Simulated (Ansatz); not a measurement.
# SiC under a change: biaxial strain −0.99 %, plane normal [001], relaxed out of plane

Consider SiC in the wurtzite structure (space group P6_3mc, No. 186; a = 3.0919 Å, c = 5.0742 Å). Axes: x lies along a and z along c of the hexagonal cell.

Now apply this change: compressive biaxial strain of 0.99 % in the plane normal to [001], as in epitaxy on a mismatched substrate; the out-of-plane cell vector and the atoms relax.

The values are results of PBE (Ansatz, a quantum-chemistry and plane-wave program), scalar-relativistic without spin-orbit coupling, earlier PAW set, not measurements. Settings: 12×12×7 k-points, 0.05 eV Fermi–Dirac smearing.

- Space group = P6_3mc (No. 186) (base P6_3mc (No. 186))
- Shortest interatomic distance = 187.9 pm (base 189.3 pm)
- Band gap = 2.18 eV (base 2.31 eV)
- Gap character = indirect, Γ → K (base indirect, Γ → K)
- Width of the top valence band = 3.93 eV (base 3.85 eV)
- Electron mass = 0.27 mₑ out of plane, 0.43 mₑ in plane (at K) (base 0.27 mₑ along c, 0.44 mₑ across (at K))
- Valence-band top at Γ (three highest levels, from the VBM) = 0.00, 0.00, -0.23 eV (base 0.00, 0.00, -0.11 eV)
- Out-of-plane strain = +0.19 %
- Ratio −ε⊥/ε∥ = 0.20
- Mean in-plane stress (compression positive) = +6.0 GPa

Final structure (turned so that z lies along the plane normal):

```
CELL_PARAMETERS angstrom
      3.06131     0.00000     0.00000
      1.53065     2.65117     0.00000
      0.00000     0.00000     5.08407
ATOMIC_POSITIONS crystal
  Si 0.66667 0.66667 0.99987
  Si 0.33333 0.33333 0.49987
  C  0.66667 0.66667 0.62533
  C  0.33333 0.33333 0.12533
```

Masses are band curvatures over ±0.01 Å⁻¹ around the edge. Whether these cells are dynamically stable was not tested.
